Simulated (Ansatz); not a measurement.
## BAs: pressure series

Consider BAs in the zinc blende structure (space group F-43m, No. 216).

BAs is taken in the cubic space group F-43m (No. 216), the zinc blende structure, Pearson symbol cF8. Cell: a = b = c = 4.809 Å, α = β = γ = 90.00°. As on 4c has 4 B at 2.083 Å (tetrahedral). B on 4a has 4 As at 2.083 Å (tetrahedral). (Neighbours: up to the widest gap in distance over summed covalent radii, below 1.35, at either atom.)
(The calculation used a cell of 2 atoms; values per cell refer to that cell.)

Cell and atoms are relaxed at each pressure.

Method: PBE (Ansatz, a first-principles code, PAW, no spin-orbit coupling), earlier PAW set.

| P (GPa) | V (Å³/atom) |
|---|---|
| -1.99 | 14.124 |
| -0.99 | 14.012 |
| 0.30 | 13.873 |
| 0.70 | 13.832 |
| 1.50 | 13.751 |
| 3.00 | 13.605 |
| 5.00 | 13.421 |
| 7.50 | 13.208 |
| 10.00 | 13.011 |

**Question.** Fit a third-order Birch–Murnaghan equation of state.

**Answer.** Least squares on P(V) = (3B₀/2)[(V₀/V)^(7/3) − (V₀/V)^(5/3)]·[1 + (3/4)(B₀′ − 4)((V₀/V)^(2/3) − 1)] gives V₀ = 13.90 Å³/atom, B₀ = 131 GPa and B₀′ = 4.1.

Load acts through the strain it causes; cell and atoms are relaxed under it. No phonon test of stability was made. No other phases were tried under pressure.
